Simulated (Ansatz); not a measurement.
The (221) surface of fcc Rh in its 1x1 cell, outermost plane spacing 0.64 Å in the ideal cut

The numbers are results of PBE (plane waves to 420 eV, PAW; Ansatz, a first-principles code), not measurements.

Model: 17-atom slab, 10.2 Å thick at the start (thin: gaps and levels are the slab's own), 14x5x1 mesh, Fermi-Dirac 0.1 eV, dipole correction, all atoms relaxed; symmetry of the start imposed; no spin, no spin-orbit, no U.

```yaml
surface energy (mean of both faces): 2.29 J/m²
surface_energy_before_relaxation: 2.36 J/m²
work_function_of_the_top_face: 4.82 eV
energy_released_by_relaxation: 0.19 eV
cost: very roughly 20 core-minutes
```
